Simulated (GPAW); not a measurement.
A self-consistent single point of Na2Cl (P4/mmm, 6 atoms in the cell) with GPAW.

Method of the run: PBEsol, GPAW PAW datasets PBEsol (made by gpaw-setup) (plane waves; GPAW 25.7.0).

```yaml
crystal:
  lattice:
    - [3.56747, 0.00000, 0.00000]
    - [0.00000, 3.56747, 0.00000]
    - [0.00000, 0.00000, 12.63287]
  atoms:
    - { symbol: Na, position: [0.00000, 0.00000, 0.22690] }
    - { symbol: Na, position: [0.00000, 0.00000, 0.77310] }
    - { symbol: Na, position: [0.00000, 0.00000, 0.50000] }
    - { symbol: Na, position: [0.50000, 0.50000, 0.00000] }
    - { symbol: Cl, position: [0.50000, 0.50000, 0.35918] }
    - { symbol: Cl, position: [0.50000, 0.50000, 0.64082] }
```

Reference input (self-consistent single point, DFT LDA (Perdew-Wang 92), plane waves, GPAW PAW datasets LDA (gpaw-data 1.0.1)): mode = pw; ecut = 800 eV; xc = LDA; kpts = 8 8 2; mesh shift (steps) = 0 0 0; occupations.name = fermi-dirac; occupations.width = 0.136 eV; nbands = -12; convergence.density = 1e-05 e/electron; symmetry.symmorphic = false; symmetry.tolerance = 0.0005; maxiter = 150. This run's input differs from it in these lines:

```diff
@@ -17,3 +17,3 @@
 calc = GPAW(mode=PW(800),
-            xc='LDA',
+            xc='PBEsol',
             kpts={'size': (8, 8, 2), 'gamma': True},
```

Its files differ too (potentials: GPAW PAW datasets PBEsol (made by gpaw-setup)).

Log, with long lists cut:

```
     iter     time        total  log10-change:
                         energy   eigst   dens
iter:   1 --:--:--   -16.403159
iter:   2 --:--:--   -16.314358   -1.82  -1.44
iter:   3 --:--:--   -16.031216   -2.03  -1.47
iter:   4 --:--:--   -16.042629   -2.81  -1.73
iter:   5 --:--:--   -16.017790   -2.73  -1.80
iter:   6 --:--:--   -16.022957   -3.30  -2.00
iter:   7 --:--:--   -16.014678c  -3.50  -2.28
iter:   8 --:--:--   -16.014600c  -4.68  -2.61
iter:   9 --:--:--   -16.014600c  -5.52  -3.20
iter:  10 --:--:--   -16.014631c  -5.27  -3.17
iter:  11 --:--:--   -16.014602c  -6.67  -3.72
iter:  12 --:--:--   -16.014596c  -7.49c -3.98
iter:  13 --:--:--   -16.014596c  -7.29  -4.15
iter:  14 --:--:--   -16.014596c  -8.58c -4.69
iter:  15 --:--:--   -16.014595c  -8.03c -4.73
iter:  16 --:--:--   -16.014596c  -8.97c -5.01c
Converged after 16 iterations.

Dipole moment: (-0.000000, -0.000000, 0.000000) |e|*Ang

Energy contributions relative to reference atoms: (reference = -42704.138462)

Kinetic:        +14.269479
Potential:      -14.257978
External:        +0.000000
XC:             -16.012162
Entropy (-ST):   -0.067922
Local:           +0.020026
SIC:             +0.000000
--------------------------
Free energy:    -16.048557
Extrapolated:   -16.014596

Showing only first 2 kpts
 Kpt  Band  Eigenvalues  Occupancy
  0    19     -1.62567    2.00000
  0    20     -0.31590    2.00000
  0    21      1.58732    1.99424
  0    22      2.90652    0.04155

  1    19     -1.62568    2.00000
  1    20     -0.17163    2.00000
  1    21      1.21754    1.99962
  1    22      3.65966    0.00017

Fermi level: 2.38251

No gap
   [... lines left out ...]
  0 Na    0.00000    0.00000    0.13414
  1 Na   -0.00000   -0.00000   -0.13414
  2 Na    0.00000    0.00000    0.00000
  3 Na    0.00000    0.00000    0.00000
  4 Cl   -0.00000   -0.00000    0.04870
  5 Cl    0.00000    0.00000   -0.04870

Stress tensor:
     0.006154     0.000000     0.000000
     0.000000     0.006154     0.000000
     0.000000     0.000000     0.001685
Stress (GPa, Voigt): [0.986  0.986  0.2699 0.     0.     0.    ]
```

The run converged in 16 iterations. GPAW prints stress with tension positive. Against the reference run the pressure goes from -1.96 to -0.75 GPa and the largest force goes from 0.197 to 0.134 eV/Å.

The starting cell comes from a database of computed structures (which also holds hypothetical and non-ambient phases and stackings), without a prior relaxation at this level. Its lattice was rescaled by a random factor within 2.5 % of one. The run gives no clean gap (levels at the Fermi energy touch, overlap or are partly filled at this smearing), which alone does not show that the compound is a metal.

Cost on one core of a shared machine: roughly 90 s.
